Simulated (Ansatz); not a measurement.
## What each level gives and costs: LiMgBN₂ (I-4m2, 5 atoms in the cell)

```
LiMgBN2
1.0
   -1.87108     1.87108     4.35376
    1.87108    -1.87108     4.35376
    1.87108     1.87108    -4.35376
Li Mg B N
1 1 1 2
Cartesian
  1.87108   0.00000   2.17688
  0.00000   1.87108   2.17688
  0.00000   0.00000   4.35376
  0.00000   0.00000   5.67086
  0.00000   0.00000   3.03666
```

Program: Ansatz (a quantum-chemistry and plane-wave program), default PAW files made with PBE; each row names its functional.

Base settings: basis.ecutwfc = 30.9 Ry; kpoints.mp_grid.grid = 6 6 6; hamiltonian.xc = hse06; hamiltonian.pseudopotentials = {kind: paw} (the program's default PAW files); scf.occupations.method = gaussian; scf.occupations.width = 0.0015 Ry.

Differences are taken from HSE06, a reference of convenience: it is no measurement, and no ranking of the functionals follows.

Core times come from one kind of shared machine and are given to one figure; runs under 30 s give none.

The starting cell comes from a database of computed structures (which also holds hypothetical and non-ambient phases and stackings), without a prior relaxation at this level. Its lattice was rescaled by a random factor within 2.5 % of one. In the base run, with a pressure of about 4 GPa the cell is away from its equilibrium volume at this level. Ansatz's pressure includes its estimate of the finite-basis (Pulay) stress.

```
level   gap on the mesh less reference (eV)  pressure less reference (GPa)  largest difference in the force on any atom (eV/Å)  core time / reference (rough)
------  -----------------------------------  -----------------------------  --------------------------------------------------  -----------------------------
PBEsol                               -1.279                           0.88                                               0.517                              –
PBE0                                  0.716                          -0.03                                               0.013                              1
HSE06                                 0.000                           0.00                                               0.000                              1
```

Keys are those of Ansatz 0.2.
